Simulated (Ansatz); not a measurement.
Take BaHCl (space group P4/nmm, No. 129; a = 4.4002 Å, c = 7.2372 Å) as the base.

All numbers come from r2SCAN (Ansatz, a first-principles code; PAW; 500 eV plane waves; without spin-orbit coupling).

One change was made to it. Results:

```csv
quantity,base,after
volume per atom,23.35 Å³,15.96 Å³
band gap,3.79 eV,2.00 eV
```

**Question.** Which change produced these results?
A. pressure 30 GPa
B. pressure 75 GPa
C. pressure 100 GPa
D. pressure −1 GPa
E. pressure 7 GPa

**Answer.** A, pressure 30 GPa. For comparison, the band gap in the other runs: pressure 75 GPa gives 0.48 eV; pressure 7 GPa gives 3.21 eV; pressure −1 GPa gives 3.88 eV; pressure 100 GPa gives zero.

The mesh was chosen for an insulator and is coarse for the gapless case. Load acts through the strain it causes; cell and atoms are relaxed under it. Whether these cells are dynamically stable was not tested. No other phases were tried under pressure. The final runs are not spin-polarised. A zero or small gap of BaHCl under pressure 100 GPa can be the functional's error rather than a property of the material.
